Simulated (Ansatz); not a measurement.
Band structure of NbAgSe2O7 (Cmcm, 22 atoms in the cell).

```
NbAgSe2O7
1.0
    5.52815    -3.98366     0.00000
    5.52815     3.98366     0.00000
    0.00000     0.00000     7.52867
Ag Nb Se O
2 2 4 14
Cartesian
  5.52815   0.00000   0.00000
  5.52815   0.00000   3.76433
  0.00000   0.00000   3.76433
  0.00000   0.00000   0.00000
  3.22689  -1.90618   1.88217
  7.82940   1.90618   5.64650
  3.22689   1.90618   5.64650
  7.82940  -1.90618   1.88217
  3.90508  -0.35614   1.88217
  7.15121   0.35614   5.64650
  3.90508   0.35614   5.64650
  7.15121  -0.35614   1.88217
  4.09414  -2.64276   3.25238
  6.96215   2.64276   7.01672
  4.09414   2.64276   4.27628
  6.96215  -2.64276   0.51195
  6.96215   2.64276   4.27628
  4.09414  -2.64276   0.51195
  6.96215  -2.64276   3.25238
  4.09414   2.64276   7.01672
  5.52815  -3.28811   5.64650
  5.52815   3.28811   1.88217
```

Method of the run: PBEsol, default PAW files made with PBE (plane waves; Ansatz, a program for electronic structure).

Settings: basis.ecutwfc = 420 eV; kpoints.mp_grid.grid = 3 3 3; kpoints.mp_grid.shift = 0.5 0.5 0.5; hamiltonian.xc = pbesol; hamiltonian.pseudopotentials = {kind: paw} (the program's default PAW files); scf.occupations.method = methfessel_paxton; scf.occupations.width = 0.05 eV; kpoints.band_path.npoints = 6.

The starting cell comes from a database of published, mostly measured structures (it also holds non-ambient and calculated ones), without a prior relaxation at this level. Its lattice was rescaled by a random factor within 2.5 % of one.

Task: Predict the gap along the standard path and the places of the band edges.

Result: The gap along the path is 1.75 eV, direct at S to within 0.01 eV. Another conduction valley lies within 0.1 eV, so the order of the valleys is not sure.

Levels in eV from the top of the valence band on the path, bands 103 to 110:
```
point    103    104    105    106   107   108   109   110
-----  -----  -----  -----  -----  ----  ----  ----  ----
Γ      -0.95  -0.74  -0.19  -0.11  1.87  1.99  2.30  2.40
X      -0.83  -0.77  -0.07  -0.04  1.78  1.84  2.00  2.51
S      -0.68  -0.66  -0.08   0.00  1.75  1.94  2.25  2.53
R      -0.80  -0.80  -0.09  -0.09  2.24  2.24  2.41  2.41
A      -0.92  -0.92  -0.11  -0.11  2.30  2.30  2.47  2.47
Z      -0.82  -0.82  -0.17  -0.17  2.20  2.20  2.25  2.25
Y      -0.90  -0.88  -0.12  -0.05  1.79  1.80  1.83  2.53
X1     -0.83  -0.77  -0.07  -0.04  1.78  1.84  2.00  2.51
A1     -0.92  -0.92  -0.11  -0.11  2.30  2.30  2.47  2.47
T      -0.99  -0.99  -0.13  -0.13  2.22  2.22  2.53  2.53
```

Keys are those of Ansatz 0.2.
